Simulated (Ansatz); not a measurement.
Base system: HfO2 (space group P4_2/nmc, No. 137; a = 3.567 Å, c = 5.166 Å).

Levels (all Ansatz, a first-principles code, PAW): PBEsol (420 eV, no SOC); HSE06 (420 eV, no spin-orbit coupling).

The geometry is relaxed with PBEsol.

| Quantity | Value |
|---|---|
| PBEsol lowest conduction level above the VBM at special points | Γ 4.57 eV; X 5.02 eV; R 5.18 eV |

### Question
Predict the lowest conduction level above the VBM at special points from HSE06.

### Answer
The lowest conduction level above the VBM at special points becomes Γ 6.34 eV; X 6.80 eV; R 6.99 eV (PBEsol: Γ 4.57 eV; X 5.02 eV; R 5.18 eV).

Single points use the geometry relaxed with PBEsol. HSE06 gaps are upper bounds (no full band path). The levels and masses belong to the bands next to the band gap. Stability against distortions was not tested. This is not the structure that HfO2 has at room temperature and ambient pressure.
